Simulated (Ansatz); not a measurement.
We consider GePd (model structure, started from the CsCl type, Pm-3m, No. 221, 2 atoms in the cell), described by LDA (Ansatz, a quantum-chemistry and plane-wave program, plane waves, PAW).

Settings: plane-wave cutoff 520 eV, 18×18×18 k mesh, Fermi–Dirac smearing 0.05 eV, scalar-relativistic PAW data made under PBE.

Cell (relaxed at this level):

```
CELL_PARAMETERS angstrom
      3.09214     0.00000     0.00000
      0.00000     3.09214     0.00000
      0.00000     0.00000     3.09214
ATOMIC_POSITIONS crystal
  Pd 0.00000 0.00000 0.00000
  Ge 0.50000 0.50000 0.50000
```

Q: Give the computed bulk modulus.

A: 
- bulk modulus = 158 GPa

The run finds no gap.

Note: the bulk modulus is −V dP/dV from two relaxed cells at ±2 % in volume; the relaxation could raise the start's symmetry but not lower it, so the cell can be a saddle point.

Computed values are for the static lattice.

A model structure was made by putting elements into a prototype or built by hand; it is no filed structure, need not be a known phase, and can be a saddle point held by its symmetry.
